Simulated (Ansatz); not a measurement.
Take Ge in the diamond structure (space group Fd-3m, No. 227; a = 5.674 Å) as the base.

Computed with Ansatz (a quantum-chemistry and plane-wave program) r2SCAN, without spin-orbit coupling.

Before the change:

```
Item                Result
-------------  -----------
Band gap           0.36 eV
Pressure          0.01 GPa
Gap character  direct at Γ
```

Now apply this change: every lattice vector is shortened by 1.00 %, atoms relaxed at fixed cell.

Q: Predict the new band gap.

A: The band gap goes up by 0.18 eV to 0.54 eV.

Q: Estimate the effect on the pressure.

A: The pressure goes up by 2.31 GPa, from 0.01 GPa to 2.32 GPa.

Q: Predict the new gap character.

A: The gap character becomes indirect, Γ → L (base: direct at Γ).

The cells carry an imposed strain or load. No phonon test of stability was made. The real Ge has an indirect gap at ambient pressure; r2SCAN orders its close-lying valleys differently.
